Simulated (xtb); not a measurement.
xtb 6.7.1, GFN1-xTB: Ba(SH)2(tmeda) (C[N]1(C)CC[N](C)(C)->[Ba]<-1([SH])[SH]), 29 atoms. The geometry is a generated start, not checked to be a minimum at this level.

```
Quantity                                                                                                       Result
------------------------  -------------------------------------------------------------------------------------------
method                                                                                                       GFN1-xTB
--acc                                                                                                     1 (default)
--etemp (K)                                                                                             300 (default)
detailed input (--input)  none: ANC optimiser, Lindh (1995) Hessian, microcycle=20, maxdispl=1.0, hlow=0.01 (default)
basis functions                                                                                                    98
valence electrons                                                                                                  66
```

```xyz
29

Ba    -1.9341     1.3055     1.7813
S     -2.3561    -1.3452     2.8394
H     -2.1016    -1.8914     1.6636
S     -0.8972     3.7865     0.7386
H     -0.0911     3.1223    -0.0720
C     -2.0761    -1.1449    -1.5222
N     -1.0161    -0.2105    -1.1686
C     -0.9510     0.8338    -2.1804
C      0.2532    -0.9265    -1.0671
C      1.3656    -0.1366    -0.3743
N      1.1130     0.1396     1.0365
C      1.2714    -1.0624     1.8424
C      2.0461     1.1542     1.5077
H     -1.8875    -1.6310    -2.4919
H     -3.0259    -0.6112    -1.5798
H     -2.1596    -1.9179    -0.7587
H     -0.6999     0.4254    -3.1725
H     -1.9160     1.3373    -2.2425
H     -0.2023     1.5751    -1.9106
H      0.0734    -1.8465    -0.5083
H      0.6172    -1.2105    -2.0711
H      1.4971     0.8193    -0.8851
H      2.3035    -0.7090    -0.4941
H      0.5304    -1.8068     1.5622
H      1.1125    -0.8165     2.8920
H      2.2762    -1.4993     1.7284
H      1.8619     1.3531     2.5643
H      1.8996     2.0803     0.9533
H      3.0931     0.8338     1.3895
```

The structure is relaxed from this start with --opt LEVEL for the levels crude, sloppy, loose, lax, normal, tight, vtight, extreme, once each. Up to the end of the extreme run atoms move by at most 1.1 Å along an axis.

### Question
Choose the cheapest level whose final energy lies within 20 meV of that of extreme.

### Answer
loose: 27 cycles against 62, ending 6.9 meV above.

| level | cycles | energy above the extreme run (meV) | gradient norm (eV/Å) |
|---|---|---|---|
| crude | 11 | 52 | 0.31 |
| sloppy | 14 | 30 | 0.21 |
| loose | 27 | 6.9 | 0.12 |
| lax | 33 | 1.9 | 0.082 |
| normal | 39 | 0.23 | 0.015 |
| tight | 43 | 0.078 | 0.016 |
| vtight | 58 | under 0.01 | 0.0014 |
| extreme | 62 | — | 0.00096 |
